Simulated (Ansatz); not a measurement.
An Ansatz (a first-principles code) input (PBEsol (Ansatz, PAW, no spin-orbit coupling)):

Ansatz 0.2 input:
```yaml
crystal:
  lattice:
    - [0, 2.783093573, 2.783093573]
    - [2.783093573, 0, 2.783093573]
    - [2.783093573, 2.783093573, 0]
  atoms:
    - { symbol: Sb, position: [0.75, 0.75, 0.75] }
    - { symbol: Be, position: [0, 0, 0] }
basis: { ecutwfc: 420, ecutrho_ratio: 4, xc_grid: 2, fft_grid_basis: typed }
kpoints: { mp_grid: { grid: [14, 14, 14] } }
hamiltonian:
  xc: pbesol
  dispersion: none
  pseudopotentials: { kind: paw }
scf: { occupations: { method: fermi_dirac, width: 0.05 }, convergence: { dr2_threshold: 0.0000000002 } }
output: { forces: true, stress: true }
checkpoint: { write: state.ck, write_every: 1000 }
```

Question: Which symmetry and how many k-points will the program report, and about how many plane waves at Γ?

Answer: Space group F-43m (ITA 216) with 24 operations, k-points 104 of 2744, and 869 plane waves at Γ.

Stability against distortions was not tested. The final runs are not spin-polarised. An odd electron count without spin: BeSb. The cell was made from BeTe by this change: Te → Sb; the result is a hypothetical phase, not in the database extracts checked.
